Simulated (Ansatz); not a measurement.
Cost and result by functional for the adsorption energy of Cl on the 1x1 (111) surface of fcc Ag, one in a 2x2 cell, started at the site 'hollow Ag-Ag-Ag over Ag at depth 2.4 Å', in Ansatz (plane waves, PAW). Single points on the PBE structure, on one kind of machine; costs are rough ratios of the slab run's core time (references not counted) to the cheapest single point. r2SCAN's cost holds its higher cutoff (500 against 420 eV). Differences are taken against r2SCAN for comparison alone: no measured value is at hand, so the table doesn't rank accuracy.

Slab: 17 atoms, 7.1 Å thick at the start under the adsorbate (thin: gaps and levels are the slab's own); k 6x6x1, smearing 0.1 eV, dipole-corrected; 8 atoms held, the rest relaxed; start symmetry kept, larger cells not searched; no spin, no spin-orbit, no U, no dispersion correction. At the end it is bonded to 3 Ag. In PBE it is, or lies within 0.03 eV of, the lowest of the starts that converged. These notes are the PBE run's. Adsorption energies are against ½ Cl2(g). A negative adsorption energy means that the adsorbate is more stable on the surface than in its reference.

```tsv
functional	relative cost	adsorption energy (eV)	less r2SCAN (eV)
RPBE	1	-1.30	0.58
r2SCAN	2	-1.87	0.00
PBE (the relaxed run's value)	–	-1.49	0.39
```

The values span 0.58 eV, while the single points' costs differ by a factor of roughly 2. Differences are of unrounded values.

Ansatz is an electronic-structure program.
